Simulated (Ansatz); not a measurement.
## cubic BaZrO3 (0 0 1) on zinc-blende InAs (0 0 1) (film strained to the substrate, started from cuts of the bulks and a machine-learned relaxation; metallic at this level, with no gap by band count; slabs As5In6 and Ba2Zr3O8, which can lie off the formulas)

A periodic stack without vacuum, cubic BaZrO3 (0 0 1) on zinc-blende InAs (0 0 1) (film strained to the substrate, started from cuts of the bulks and a machine-learned relaxation; metallic at this level, with no gap by band count; slabs As5In6 and Ba2Zr3O8, which can lie off the formulas): substrate slab As5In6, film Ba2Zr3O8, surface cells [[1, 0], [1, 1]] and [[0, 1], [-1, 0]], film strained by +3.5 and +3.5 %, outermost planes In/In and OZr/OZr as cut, which need not be the usual terminations and can put a slab off its formula.

The start was prepared with a machine-learned potential, and the result is one local minimum, with the in-plane cell held and forces under 0.04 eV/Å; the film can end far from its bulk form.

Level of theory: PBE (plane waves to 420 eV, PAW; Ansatz, an electronic-structure program). Scalar-relativistic, without spin–orbit coupling; PBE gaps are too small against experiment. Its k-point mesh 5×5×1, Fermi–Dirac width 0.05 eV.

```
Item                                                                                                Value
--------------------------------------------------------------------------------  -----------------------
interface area                                                                                    19.1 Å²
period                                                                                            28.29 Å
heights between the nearest atoms of the two slabs at the two interfaces                  1.93 and 3.09 Å
In–Zr contacts across the interfaces within 1.22 times the sum of covalent radii           3, mean 3.35 Å
As–Zr contacts across the interfaces within 1.22 times the sum of covalent radii           1, mean 3.02 Å
In–O contacts across the interfaces within 1.22 times the sum of covalent radii            1, mean 2.42 Å
Ba–In contacts across the interfaces within 1.22 times the sum of covalent radii           1, mean 4.11 Å
spin-polarised check at this geometry                                             falls back to no moment
slope of the mean potential energy in the substrate                                        -3.1 MV/cm × e
```

```yaml
crystal:
  lattice:
    - [4.37383, 0.00109, 0.03519]
    - [0.00039, 4.37023, -0.18019]
    - [2.05844, -0.49291, 28.35399]
  atoms:
    - { symbol: As, position: [0.99191, 0.25178, 0.10557] }
    - { symbol: As, position: [0.88104, 0.34373, 0.32582] }
    - { symbol: As, position: [0.43897, 0.80279, 0.21646] }
    - { symbol: As, position: [0.76846, 0.43021, 0.54940] }
    - { symbol: As, position: [0.32106, 0.88621, 0.43522] }
    - { symbol: In, position: [0.96806, 0.77191, 0.16122] }
    - { symbol: In, position: [0.51617, 0.42054, 0.05465] }
    - { symbol: In, position: [0.84975, 0.86455, 0.38000] }
    - { symbol: In, position: [0.40993, 0.32355, 0.27067] }
    - { symbol: In, position: [0.40882, 0.94342, 0.58593] }
    - { symbol: In, position: [0.30036, 0.40711, 0.48978] }
    - { symbol: Ba, position: [0.23760, 0.99115, 0.73035] }
    - { symbol: Zr, position: [0.77007, 0.46814, 0.65588] }
    - { symbol: O, position: [0.22848, 0.47302, 0.65424] }
    - { symbol: O, position: [0.70726, 0.97345, 0.65403] }
    - { symbol: O, position: [0.69855, 0.50300, 0.72562] }
    - { symbol: Ba, position: [0.16458, 0.04156, 0.88077] }
    - { symbol: Zr, position: [0.69728, 0.51297, 0.80141] }
    - { symbol: O, position: [0.16967, 0.52601, 0.79782] }
    - { symbol: O, position: [0.67584, 0.03111, 0.79788] }
    - { symbol: O, position: [0.62710, 0.56056, 0.87317] }
    - { symbol: Zr, position: [0.63875, 0.55982, 0.94527] }
    - { symbol: O, position: [0.09388, 0.57747, 0.94131] }
    - { symbol: O, position: [0.61340, 0.09009, 0.94265] }
```
